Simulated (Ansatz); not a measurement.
Base system: Ge in the diamond structure (space group Fd-3m, No. 227).

```cif
data_Ge2
_chemical_formula_sum 'Ge2'
_space_group_name_H-M_alt 'P 1'
_space_group_IT_number 1
_cell_length_a 4.01365
_cell_length_b 4.01365
_cell_length_c 4.01365
_cell_angle_alpha 60.000
_cell_angle_beta 60.000
_cell_angle_gamma 60.000
loop_
_space_group_symop_operation_xyz
  'x, y, z'
loop_
_atom_site_label
_atom_site_type_symbol
_atom_site_fract_x
_atom_site_fract_y
_atom_site_fract_z
_atom_site_occupancy
Ge1 Ge 0.00000 0.00000 0.00000 1
Ge2 Ge 0.25000 0.25000 0.25000 1
```

Level of theory: Kohn–Sham DFT with the PBEsol functional, run in Ansatz (an electronic-structure program) with PAW and 420 eV plane waves, spin-orbit coupling left out.

Before the change:

The pressure is 0.0 GPa. The band gap is zero.

It is then changed as follows: every lattice vector is stretched by 2.00 %, atoms relaxed at fixed cell.

### Question
What does the calculation give for the energy relative to the base, pressure and band gap after the change?

### Answer
The energy increases by 16 meV/atom; the pressure goes from zero to -3.5 GPa; the band gap stays zero.

The cells carry an imposed strain or load. Whether these cells are dynamically stable was not tested. A zero or small gap of Ge can be the functional's error rather than a property of the material.
